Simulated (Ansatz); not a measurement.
**How the lattice parameter a of NiSb (model structure, started from the CoSn type, P6/mmm, No. 191, 6 atoms in the cell) moves with the method**

No measured value is used here.

```csv
level (code),value (Å)
LDA (Ansatz),5.354
PBE (Ansatz),5.491
PBEsol (Ansatz),5.397
PBE-D3(BJ) (Ansatz),5.420
r²SCAN (Ansatz),5.457
r²SCAN+rVV10 (Ansatz),5.429
```

Spin-polarised start: LDA, PBE, PBEsol, PBE-D3(BJ), r²SCAN, r²SCAN+rVV10. LDA, PBE, PBEsol, PBE-D3(BJ), r²SCAN, r²SCAN+rVV10: the starting moments vanished in the run, and other orders were not tried. Cutoffs differ between the levels. Ansatz's density-functional and Hartree–Fock values are scalar-relativistic unless marked +SOC, with PAW data made under PBE.

A model structure was made by putting elements into a prototype or built by hand; it is no filed structure, need not be a known phase, and can be a saddle point held by its symmetry.

Ansatz is an electronic-structure program.
